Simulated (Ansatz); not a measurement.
Partial pair distribution functions of a relaxed model of amorphous Li$_{29}$P$_{10}$O$_{35}$N$_{3}$, broadened by 0.06 Å; density 2.22 g/cm³. Calculation: PBE, scalar-relativistic without spin-orbit coupling (plane waves to 420 eV, PAW; Ansatz, a program for electronic structure).

The cell was made by melting and quenching with the CHGNet potential and then relaxed with DFT. O and N atoms were pushed apart under 1.9 Å during the dynamics, to hinder bonds among them. The hot cell started wider than the set density and was brought back towards it in steps. It is the lowest in DFT energy of 2 quenches. It is a model cell: composition and starting density were chosen by hand, and all elements were melted together. No dispersion term was used. Its density started from a set value of 2.22 and ended at 2.22 g/cm³. The simulated quench (nominally 120 K/ps over its main leg) is rapid and tends to freeze in more defects than a deposited or slowly cooled glass has. One small periodic cell is one sample of the glass; other quenches scatter about these values. The volume was held where the preparation left it, at a PBE pressure of -0.4 GPa (tension). Stress components on the final sampling reach 1.3 GPa.

```tsv
r (Å)	g Li-O	g P-O	g Li-Li	g P-P
1.30	0.00	0.01	0.00	0.00
1.40	0.00	0.87	0.00	0.00
1.50	0.00	11.20	0.00	0.00
1.60	0.00	12.42	0.00	0.00
1.70	0.03	2.44	0.00	0.00
1.80	1.04	0.12	0.00	0.00
1.90	4.61	0.00	0.00	0.00
2.00	5.34	0.00	0.00	0.00
2.10	3.38	0.00	0.02	0.00
2.20	1.41	0.00	0.27	0.00
2.30	0.47	0.00	0.50	0.00
2.40	0.22	0.00	0.76	0.00
2.50	0.24	0.00	1.03	0.00
2.60	0.42	0.00	1.67	0.02
2.70	0.43	0.00	2.08	0.54
2.80	0.35	0.01	2.45	1.81
2.90	0.53	0.14	2.09	2.20
3.00	0.64	0.26	1.33	0.99
3.10	0.79	0.22	0.90	0.71
3.20	0.90	0.49	0.91	0.05
3.30	0.84	0.58	0.73	0.00
3.40	0.96	0.66	1.05	0.00
3.50	0.88	0.66	1.27	0.00
3.60	0.99	0.96	0.89	0.00
3.70	1.13	1.45	0.84	0.00
3.80	1.06	2.08	1.00	0.00
3.90	0.98	2.19	0.97	0.15
4.00	1.14	1.53	0.55	1.06
4.10	1.22	1.68	0.45	1.45
4.20	1.48	1.25	0.75	0.50
4.30	1.65	1.11	0.94	0.20
4.40	1.46	1.02	0.80	0.73
4.50	1.42	0.79	0.75	1.64
4.60	1.14	0.99	1.04	1.18
4.70	0.88	0.99	0.96	0.65
```

Within 2.40 Å each Li has 3.52 O neighbours on average.
